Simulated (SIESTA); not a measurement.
A relaxation of cell and atoms of CaAu2 (Imma, 6 atoms in the cell) with SIESTA.

Level of theory: GGA PBEsol, numerical atomic orbitals DZP, PseudoDojo PBEsol standard norm-conserving potentials (rewritten from UPF to PSML) run with SIESTA.

```
CaAu2
1.0
   -2.25473     3.48791     4.08744
    2.25473    -3.48791     4.08744
    2.25473     3.48791    -4.08744
Ca Au
2 4
Direct
  0.70770   0.45770   0.25000
  0.29230   0.54230   0.75000
  0.30065   0.83990   0.46075
  0.69935   0.16010   0.53925
  0.87915   0.83990   0.03925
  0.12085   0.16010   0.96075
```

Reference input (self-consistent single point, DFT, GGA PBEsol, numerical atomic orbitals DZP, PseudoDojo PBEsol standard norm-conserving potentials (rewritten from UPF to PSML)): XC.functional = GGA; XC.authors = PBEsol; potentials = PseudoDojo PBEsol standard; PAO.BasisSize = DZP; PAO.EnergyShift = 0.005 Ry; MeshCutoff = 350 Ry; kgrid.MonkhorstPack = 5 5 5; OccupationFunction = MP; OccupationMPOrder = 0; ElectronicTemperature = 1160.45 K; MaxSCFIterations = 150; SCF.Mixer.Method = Pulay. This run's input differs from it in these lines:

```diff
@@ -46,2 +46,7 @@
 Diag.ParallelOverK           true
+MD.TypeOfRun                 CG
+MD.Steps                     40
+MD.MaxForceTol               0.02 eV/Ang
+MD.VariableCell              true
+MD.MaxStressTol              0.05 GPa
 WriteForces                  true
```

Log, with long lists cut:

```
        iscf     Eharris(eV)        E_KS(eV)     FreeEng(eV)     dDmax    Ef(eV) dHmax(eV)
   scf:    1   -18047.128396   -18123.226421   -18123.244963  3.444887 -2.045375 15.790718
   scf:    2   -18157.757765   -18145.907545   -18145.914823  1.227437 -3.132062  3.103219
   scf:    3   -18147.199339   -18146.725719   -18146.732557  0.161351 -3.309621  0.975316
   scf:    4   -18146.789157   -18146.776401   -18146.783978  0.058270 -3.360729  0.409820
   scf:    5   -18146.776832   -18146.781874   -18146.789344  0.021852 -3.336977  0.180140
   scf:    6   -18146.784560   -18146.784549   -18146.792016  0.011646 -3.353667  0.034892
   scf:    7   -18146.784741   -18146.784661   -18146.792131  0.001850 -3.354293  0.014995
   scf:    8   -18146.784683   -18146.784684   -18146.792151  0.001454 -3.353939  0.004835
   scf:    9   -18146.784688   -18146.784687   -18146.792154  0.000300 -3.354214  0.000051
   scf:   10   -18146.784687   -18146.784687   -18146.792154  0.000006 -3.354219  0.000031
SCF Convergence by DM+H criterion
max |DM_out - DM_in|         :     0.0000061451
max |H_out - H_in|      (eV) :     0.0000305457
SCF cycle converged after 10 iterations

Using DM_out to compute the final energy and forces

siesta: E_KS(eV) =           -18146.7847

siesta: E_KS - E_eggbox =    -18146.7847

siesta: Atomic forces (eV/Ang):
     1   -0.000078    0.000061    0.112247
     2    0.000078   -0.000061   -0.112247
     3   -0.001077   -0.310343   -0.151673
     4    0.001077    0.310343    0.151673
     5   -0.000089    0.313491   -0.152006
     6    0.000089   -0.313491    0.152006
   Tot    0.000000   -0.000000    0.000000
   Max    0.313491
   Res    0.167763    sqrt( Sum f_i^2 / 3N )
   Max    0.313491    constrained

   [... lines left out ...]
siesta: Pressure (static):         57.60787828  kBar
siesta: Pressure (total):         57.60787828  kBar
No target stress found, assuming hydrostatic MD.TargetPressure.
Target stress (kBar)
outcell: Cell volume (Ang**3)        :    137.2232
        iscf     Eharris(eV)        E_KS(eV)     FreeEng(eV)     dDmax    Ef(eV) dHmax(eV)
siesta: Pressure (static):         -0.06547774  kBar
siesta: Pressure (total):         -0.06547774  kBar
outcell: Cell volume (Ang**3)        :    137.2232
siesta: FreeEng =    -18146.999335
   [... lines left out ...]
siesta:    -0.000011    0.000031    0.000011
siesta:     0.000031    0.000224    0.000051
siesta:     0.000011    0.000051   -0.000091

siesta: Cell volume =        137.223155 Ang**3

siesta: Pressure (static):
siesta:                Solid            Molecule  Units
siesta:          -0.00000045          0.00000015  Ry/Bohr**3
siesta:          -0.00004087          0.00001346  eV/Ang**3
siesta:          -0.06547774          0.02155752  kBar
```

The run converged. 

Summary of the result:
| Item | Result |
|---|---|
| Free energy E − TS | -18146.9993 eV |
| Fermi level (on the code's own zero) | -3.36 eV |
| Pressure | -0.01 GPa |
| Largest force (vector length) | 0.010 eV/Å |
| Final cell | a = 5.9211 Å, b = 5.9200 Å, c = 5.9212 Å, α = 133.74°, β = 103.80°, γ = 94.01° |
| Final volume per atom | 22.87 Å³ |
| Relaxation steps | 29 |

The starting cell comes from a database of computed structures (which also holds hypothetical and non-ambient phases and stackings), without a prior relaxation at this level. Its lattice was rescaled by a random factor within 2.5 % of one. Values carry the incompleteness of an atom-centred basis.

Cost on one core of a shared machine: roughly 20 min.
